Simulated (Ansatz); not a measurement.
**A computed series for Al2Au: response to strain**

Start from Al2Au (space group Fm-3m, No. 225; relaxed with 0.1 eV smearing).

```xyz
3
Lattice="0.0000 3.0016 3.0016 3.0016 0.0000 3.0016 3.0016 3.0016 0.0000" Properties=species:S:1:pos:R:3 pbc="T T T"
Al     1.5008     1.5008     1.5008
Al     4.5024     4.5024     4.5024
Au     0.0000     0.0000     0.0000
```

Cartesian axes are those of the cell as printed.

Strains are applied to the cell and any free atomic positions relax; under biaxial strain the out-of-plane vector relaxes too.

The values are results of PBEsol (Ansatz, a program for electronic structure, PAW, no spin-orbit coupling), not measurements.

Notes on the quantities. in-plane stress: mean in-plane stress (compression positive).

```tsv
case	volume per atom	in-plane stress
base	18.03 Å³	–
biaxial strain −3.00 %, plane normal [001], relaxed out of plane	17.66 Å³	+3.7 GPa
biaxial strain −2.50 %, plane normal [001], relaxed out of plane	17.72 Å³	+3.1 GPa
biaxial strain −2.00 %, plane normal [001], relaxed out of plane	17.78 Å³	+2.5 GPa
biaxial strain −1.50 %, plane normal [001], relaxed out of plane	17.84 Å³	+1.9 GPa
biaxial strain +0.50 %, plane normal [001], relaxed out of plane	18.10 Å³	-0.7 GPa
biaxial strain +1.00 %, plane normal [001], relaxed out of plane	18.17 Å³	-1.3 GPa
biaxial strain +1.50 %, plane normal [001], relaxed out of plane	18.25 Å³	-2.0 GPa
biaxial strain +2.00 %, plane normal [001], relaxed out of plane	18.33 Å³	-2.7 GPa
biaxial strain +3.00 %, plane normal [001], relaxed out of plane	18.49 Å³	-4.0 GPa
```

Whether these cells are dynamically stable was not tested.
